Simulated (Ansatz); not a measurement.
Base system: Ti₃Al (space group P6_3/mmc, No. 194).

```
Ti3Al
1.0
    5.74737     0.00000     0.00000
   -2.87369     4.97737     0.00000
    0.00000     0.00000     4.63190
Ti Al
6 2
Direct
  0.82982   0.65964   0.25000
  0.17018   0.82982   0.75000
  0.34036   0.17018   0.25000
  0.17018   0.34036   0.75000
  0.82982   0.17018   0.25000
  0.65964   0.82982   0.75000
  0.33333   0.66667   0.25000
  0.66667   0.33333   0.75000
```

Cartesian axes are those of the cell as printed.

Calculations: Ansatz (a first-principles code), r2SCAN, PAW, cutoff 500 eV, no SOC, earlier PAW set.

Before the change:

- Volume per atom = 16.56 Å³

One thing is altered: compressive biaxial strain of 4.25 % in the plane normal to [001], as in epitaxy on a mismatched substrate; the out-of-plane cell vector and the atoms relax.

Task: Predict the new volume per atom and energy relative to the base.

Result: The volume per atom shrinks by 1.05 Å³ to 15.51 Å³; the energy goes up by 54 meV/atom.

Stability against distortions was not tested. All final runs are without spin polarisation.
